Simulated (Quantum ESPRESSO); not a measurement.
## Equation of state of zinc-blende GaN (space group 216): energy against volume (Quantum ESPRESSO, PBE)

```xyz
2
Lattice="0.0000 2.2198 2.2198 2.2198 0.0000 2.2198 2.2198 2.2198 0.0000" Properties=species:S:1:pos:R:3 pbc="T T T"
Ga     0.0000     0.0000     0.0000
N      3.3297     3.3297     3.3297
```

Method: PBE, GBRV 1.5 ultrasoft (PBE) pseudopotentials (plane waves; Quantum ESPRESSO). Settings: ecutwfc = 65 Ry; ecutrho = 325 Ry; occupations = smearing; smearing = fermi-dirac; degauss = 0.000734986 Ry; potentials = {Ga: ga_pbe_v1.4.uspp.F.UPF, N: n_pbe_v1.2.uspp.F.UPF}; K_POINTS = automatic 12 12 12 0 0 0; conv_thr = 1e-10 Ry. The cell above is the first row's. The rows scale it uniformly. In all rows fractional positions and the k mesh are held. E is the free energy at the stated smearing, counted from the lowest row.

| V (Å^3/atom) | E (meV/atom) |
|---|---|
| 10.938 | 37.51 |
| 11.176 | 18.60 |
| 11.414 | 6.48 |
| 11.652 | 0.50 |
| 11.889 | 0.00 |
| 12.127 | 4.41 |
| 12.365 | 13.23 |
| 12.603 | 25.99 |
| 12.841 | ? |

### Question
Fit E against V with the third-order Birch-Murnaghan form, a cubic in V^(-2/3), and predict the withheld value at V = 12.841.

### Answer
With u = V^(-2/3) - 0.193, the rows have u = 0.009943, 0.007052, 0.004261, 0.001566, -0.001029, -0.003549, -0.005988, -0.008349. Least squares gives E = -0.412 - 11.21·u + 380802·u² + 398179·u³. Residuals (row less fit): -0.005, 0.014, -0.005, -0.006, -0.002, 0.004, 0.006, -0.004; standard error 0.009 (degrees of freedom: 4). Its minimum lies at u = 0.000015, so V0 = (0.193015)^(-3/2) = 11.79. There d²E/du² = 761600 and d³E/du³ = 2389000, so B0 = (4/9) × 11.79^(-7/3) × 761600 × 0.160218 = 171 GPa (the last factor turns the table's units into GPa), and B0' = 4 + (2/3) × 0.193015 × (2389000)/761600 = 4.4. The program's pressures in the fitted runs (not shown) pass through zero at V = 11.77, 0.22 % from this V0. At the withheld row, u = -0.010638, so E = -0.412 - 11.21 × (-0.010638) + 380802 × (-0.010638)² + 398179 × (-0.010638)³ = 42.322 meV/atom. The calculation gives 42.26 meV/atom, 0.062 meV/atom below the prediction (0.1 % of the range of E in the table). The row lies outside the fitted rows, so this is an extrapolation. From the scatter of the fitted rows alone, a prediction at this place has a standard error of 0.023 meV/atom, so the miss is 2.7 times that.

Carrying the step between the two nearest rows on in a straight line would have given 38.75, off by 3.51; series whose last step already gives the withheld value aren't shown. The scan was laid around a cell of about the measured size, scaled by a guess for this functional. This is a metastable polymorph. The runs keep the symmetry of the cell, so they don't test it for distortions. Cutoffs and mesh are single choices, not tested for convergence of this quantity. Series with a scatter that would blur these digits, or in which a gap closes, are not shown. Nor are scans whose minimum lies at an end fitted in this form.
